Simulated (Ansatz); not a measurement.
**Phonon-limited transport in LuPt₃ (Pm-3m)**

Here is the system:

```
LuPt3
1.0
    4.02518     0.00000     0.00000
    0.00000     4.02518     0.00000
    0.00000     0.00000     4.02518
Lu Pt
1 3
Direct
  0.00000   0.00000   0.00000
  0.00000   0.50000   0.50000
  0.50000   0.00000   0.50000
  0.50000   0.50000   0.00000
```

These are PBEsol, DFPT electron-phonon coupling, linearised Boltzmann equation (plane waves, PAW, scalar-relativistic; Ansatz, a program for electronic structure) values and carry that method's errors. Geometry: relaxed with this functional, without spin-orbit coupling.

The resistivity at 300 K is 13.6 μΩ·cm and the electron mean free path at 300 K (weighted by the current that each state carries) comes out as 10.5 nm. The density of states at the Fermi level comes out as 1.59 states/(eV·spin·cell) and the Hall coefficient at 300 K is 29 ×10⁻¹¹ m³/C.

A metal at this level (no band gap). Only scattering by harmonic phonons is included (no impurities, grain boundaries, electron-electron scattering or thermal expansion). Spin-orbit coupling is left out, which matters with elements this heavy. The run warned that the eigensolver left some states short of its tolerance. Halving the electron mesh (20x20x20) moves the resistivity by up to 6 % at 300 K, the mean free path by up to 2 %. Smearing 0.20 eV; phonons on a 4x4x4 q mesh, which this run doesn't test and which matters most at low temperature.

Formula and space group known from diffraction (Crystallography Open Database), not checked to be the room-temperature form: LuPt3 (Pm-3m).
